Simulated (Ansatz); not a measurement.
Input and output of a self-consistent single point for TiP (P6_3mc, 4 atoms in the cell) (Ansatz, an electronic-structure program).

Level of theory: PBE (plane waves, PAW; Ansatz).

The change in words: lattice scaled by 0.985. Reference geometry:
```xyz
4
Lattice="3.9890 0.0000 0.0000 -1.9945 3.4545 0.0000 0.0000 0.0000 6.5330" Properties=species:S:1:pos:R:3 pbc="T T T"
Ti     1.9945     1.1515     0.0000
Ti     0.0000     2.3030     3.2665
P      1.9945     1.1515     4.0844
P      0.0000     2.3030     0.8179
```

Reference input (self-consistent single point, DFT, PBE, plane waves, default PAW files): kpoints.mp_grid.grid = 10 10 5; hamiltonian.xc = pbe; hamiltonian.pseudopotentials = {kind: paw} (the program's default PAW files); scf.occupations.method = gaussian; scf.occupations.width = 0.272 eV. This run's input differs from it in these lines:

Ansatz 0.2 input:
```diff
@@ -3,10 +3,10 @@
   lattice:
-    - [3.98896000, 0.00000000, 0.00000000]
-    - [-1.99448000, 3.45454000, 0.00000000]
-    - [0.00000000, 0.00000000, 6.53299500]
+    - [3.92912600, 0.00000000, 0.00000000]
+    - [-1.96456300, 3.40272200, 0.00000000]
+    - [0.00000000, 0.00000000, 6.43500000]
   atoms:
-    - { symbol: Ti, position_ang: [1.99448199, 1.15151218, 0.00000000] }
-    - { symbol: Ti, position_ang: [-0.00000199, 2.30302782, 3.26649750] }
-    - { symbol: P, position_ang: [1.99448199, 1.15151218, 4.08442847] }
-    - { symbol: P, position_ang: [-0.00000199, 2.30302782, 0.81793097] }
+    - { symbol: Ti, position_ang: [1.96456496, 1.13423953, 0.00000000] }
+    - { symbol: Ti, position_ang: [-0.00000196, 2.26848247, 3.21750000] }
+    - { symbol: P, position_ang: [1.96456496, 1.13423953, 4.02316200] }
+    - { symbol: P, position_ang: [-0.00000196, 2.26848247, 0.80566200] }
 kpoints:
```

The program printed (abridged):

```
SCF iter   1: F=—  HF=-6512.720287 eV  |F-HF|=—  |Δ(HF+E_count)|=         —  Δρ=2.98e-3  dr2=7.24e-3  ethr=1.77e-3  ⟨swp⟩=5.6  Hψ=4235  notcnv=0
all-band conjugate gradients solve this SCF's bands
preconditioner: auto → Kerker (q_TF=auto, 2.337 Å⁻¹)
SCF iter   2: F=—  HF=-6512.719305 eV  |F-HF|=—  |Δ(HF+E_count)|=   9.82e-4  Δρ=1.24e-3  dr2=9.82e-4  ethr=2.13e-5  ⟨swp⟩=2.4  Hψ=1586  notcnv=0
   [... lines left out ...]
SCF iter   6: F=—  HF=-6512.719854 eV  |F-HF|=—  |Δ(HF+E_count)|=   1.03e-6  Δρ=1.08e-5  dr2=1.02e-7  ethr=2.94e-10  ⟨swp⟩=5.4  Hψ=4666  notcnv=0
SCF iter   7: F=-6512.719854 eV  HF=-6512.719854 eV  |F-HF|=6.79e-9  |Δ(HF+E_count)|=   1.48e-7  Δρ=2.60e-6  dr2=7.51e-9  ethr=2.94e-10  ⟨swp⟩=4.6  Hψ=3024  notcnv=0
SCF 1, on 21 bands, converged in 7 iterations: F = -6512.719854 eV; the run's SCF on all bands comes behind
The result of the SCF on 21 bands, without a stress, told ahead of the SCF on all bands, whose result is the run's:
Free energy (F): -6512.719854 eV
Internal energy: -6512.526941 eV  (E = F + TS)
E sigma→0 (E₀):  -6512.623397 eV
Entropy (-TS):   -0.192913 eV (-48.228 meV/atom)
Fermi energy:    8.086915 eV
--- Forces (eV/Å), atoms counted from 1 ---
  atom   1  Ti     0.00000000    -0.00000000     0.07979514
  atom   2  Ti     0.00000000     0.00000000     0.07979514
  atom   3  P     -0.00000000     0.00000000    -0.07980665
  atom   4  P     -0.00000000    -0.00000000    -0.07980665
Crystal: 4 atoms, lattice volume = 86.034 Å³
Bands: 22, of which v1, the nominal top of the filled ones, is band 17 counted from 1 (16 counted from 0)
Initial density: handed on by an earlier stage of this run
iter 1 solved again at ethr=1.96e-8 eV; its pass at ethr=3.10e-3 eV (dr2=6.68e-6 eV) is discarded
   [... lines left out ...]
preconditioner: auto → Kerker (q_TF=auto, 2.337 Å⁻¹)
Free energy (F): -6512.719854 eV
Fermi energy:    8.086931 eV
   [... lines left out ...]
  atom   4  P     -0.00000000    -0.00000000    -0.07981636
--- Stress (GPa, compression-positive) ---
        0.845892       0.000000      -0.000000
        0.000000       0.845892       0.000000
       -0.000000       0.000000      -0.922650
  P = ⅓ Tr σ = 0.2564 GPa (2.564 kbar)
  The stress holds the Pulay correction. Without it, at fixed plane waves, as pw.x and ABINIT print it: P = 0.2423 GPa
```

The run converged in 13 iterations. Against the reference run the free energy falls by 9.7 meV/atom, the pressure goes from -3.24 to 0.26 GPa and the largest force goes from 0.070 to 0.080 eV/Å.

The starting cell was generated: these elements placed on a structure prototype, without a prior relaxation; it need not be a known phase or ordering of this composition. For this run, on top of that: lattice scaled by 0.985. Spin polarisation is off, so a magnetic state, if there is one, cannot be reached. Ansatz's pressure includes its estimate of the finite-basis (Pulay) stress.
